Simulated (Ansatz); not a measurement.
Consider CdS in the zinc blende structure (space group F-43m, No. 216; a = 5.8777 Å). Axes: x, y, z lie along the cube axes.

Now apply this change: the cell is stretched by 2.00 % along z with no lateral relaxation, atoms relaxed at fixed cell.

Level of theory: r2SCAN (Ansatz, a first-principles code; PAW; 500 eV plane waves; no SOC).

Task: Give the band edges at the high-symmetry points of the new zone, measured from its valence-band maximum.

Result: 
```json
[
 {"point": "Γ", "valence edge (eV)": "0.00", "conduction edge (eV)": "1.48"},
 {"point": "X", "valence edge (eV)": "-1.80", "conduction edge (eV)": "3.87"},
 {"point": "P", "valence edge (eV)": "-2.12", "conduction edge (eV)": "5.65"},
 {"point": "N", "valence edge (eV)": "-0.68", "conduction edge (eV)": "3.39"},
 {"point": "M", "valence edge (eV)": "-1.74", "conduction edge (eV)": "3.95"},
 {"point": "S", "valence edge (eV)": "-1.38", "conduction edge (eV)": "4.70"},
 {"point": "S₀", "valence edge (eV)": "-1.38", "conduction edge (eV)": "4.70"},
 {"point": "R", "valence edge (eV)": "-2.11", "conduction edge (eV)": "5.71"},
 {"point": "G", "valence edge (eV)": "-2.11", "conduction edge (eV)": "5.71"}
]
```

The gap is 1.48 eV, direct at Γ.

The cells carry an imposed strain or load. Stability against distortions was not tested. Labels are those of the standard path for the cell's own space group.
